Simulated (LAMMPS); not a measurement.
MD from the melt across the composition of Ni (fcc) with a share x of Ni sites Al; each row has its own temperature.

Level of theory: classical MD, pair style eam/alloy, file NiAlH_jea.eam.alloy (LAMMPS).

| x | volume | state | enthalpy | self-diffusion coefficient of Al (not corrected for cell size) | viscosity | T (K) |
|---|---|---|---|---|---|---|
| 0.1 | 13.048 ± 0.002 Å³/atom | liquid | -3.8089 ± 0.0007 eV/atom | (5.1 ± 0.2) × 10^-5 cm²/s | - | 1900 |
| 0.25 | 13.345 ± 0.001 Å³/atom | liquid | -3.8725 ± 0.0004 eV/atom | (4.9 ± 0.2) × 10^-5 cm²/s | - | 1760 |
| 0.5 | 14.457 ± 0.004 Å³/atom | liquid | -3.7572 ± 0.0005 eV/atom | (5.16 ± 0.04) × 10^-5 cm²/s | - | 1530 |
| 0.75 | 16.8518 ± 0.0009 Å³/atom | liquid | -3.4366 ± 0.0001 eV/atom | (8.86 ± 0.05) × 10^-5 cm²/s | 1.25 ± 0.03 mPa s | 1300 |
| 0.9 | 18.620 ± 0.002 Å³/atom | liquid | -3.2010 ± 0.0003 eV/atom | (1.26 ± 0.02) × 10^-4 cm²/s | 0.66 ± 0.02 mPa s | 1160 |

Caution: a run this short can hold a crystal over, or a liquid under, the potential's own melting point, which these runs don't give.

States go by the mean squared displacement: a species diffuses where it passes 1.5 Å², still rises and gives D over 1e-6 cm²/s; a crystal has left its structure where atoms lie 0.35 Å off their sites on average or a cubic box changes its shape by 3 %, or the axial ratios of another lie 8 % off the starting cell's, which the potential's own relaxation can also do.

Errors of D are the spread over four groups of atoms in one short run; a floor of about 5 %, a picked value, is safer.

The ± values are statistical; the model's systematic error is not in them.
